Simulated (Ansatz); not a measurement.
Candidates (primitive cells; geometry: relaxed with this functional, without spin-orbit coupling):
A. TaRh3 (Pm-3m), a = b = c = 3.8459 Å, α = β = γ = 90.00°
B. TaC (Fm-3m), a = b = c = 3.1392 Å, α = β = γ = 60.00°
C. TaN (P-62m), a = 5.180 Å, b = 5.180 Å, c = 2.895 Å, α = 90.00°, β = 90.00°, γ = 120.00°

Question: Order them by mean free path at 300 K (lowest first) at the level PBEsol, DFPT electron-phonon coupling, linearised Boltzmann equation run with Ansatz (a first-principles code).

Answer: B (4.7 nm), A (14.0 nm), C (34 nm)

Metals; harmonic phonons alone scatter; means over directions. The mean free path is weighted by the current that each state carries. Halving the electron mesh moves these values by up to 9 %; q meshes are mostly untested. Some of the runs warned that the eigensolver left states short of its tolerance. Spin-orbit coupling is left out.

Formula and space group known from diffraction (Crystallography Open Database), not checked to be the room-temperature form: TaRh3 (Pm-3m). The missing spin-orbit coupling matters most for TaC (Fm-3m), TaN (P-62m), TaRh3 (Pm-3m).
